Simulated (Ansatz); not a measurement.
# SnO2: stress against strain

SnO2 (rutile, P4_2/mnm, 11.858 Å³/atom at rest, c along z) under a strain ε along c (axis z), the other axes held. LDA in Ansatz, a plane-wave DFT program (PAW, default set), 420 eV, 7×7×10 Γ-centred mesh, Fermi-Dirac smearing 0.05 eV; ions are relaxed within the symmetry of each cell. Stress is positive for a compressed cell.

Here s stands for strain and y for stress zz.

| strain (%) | stress zz (GPa) |
|---|---|
| -1.20 | 5.37 |
| -0.60 | 2.64 |
| 0.00 | 0.01 |
| 0.60 | -2.52 |
| 1.20 | -4.95 |
| 3.00 | ? |

Taking a straight line for y over the 5 complete rows: Means: s 0, y 0.110. About the means, the sum of products is -15.480 and the sum of squares of s is 3.6000; the slope is their ratio. Least squares gives y = 0.110 - 4.3000·s. Residuals (row less fit): 0.100, -0.050, -0.100, -0.050, 0.100; standard error 0.108 (degrees of freedom: 3). The slope gives the elastic constant C33 = 430 ± 6 GPa.

**Question.** Predict the withheld y at s = 3.00 from the fit, and compare with the calculation.

**Answer.** y = 0.110 - 4.3000 × 3.0 = -12.790 GPa. The calculation gives -11.66 GPa, 1.130 GPa above the prediction (6.6 % of the range of y in the table). The row lies outside the fitted rows, so this is an extrapolation. From the scatter of the fitted rows alone, a prediction at this place has a standard error of 0.208 GPa, so the miss is 5.4 times that.

One order more, fitted to all 11 runs of the series, follows each within 0.01, so the miss is the next term of a smooth law. Rows are the converged runs of the series near zero and its far end; series whose fitted rows scatter by over a few per cent of the range, as at a crossing or softening among them, aren't shown in this form. Most that stay on the fit to the last digits aren't either.
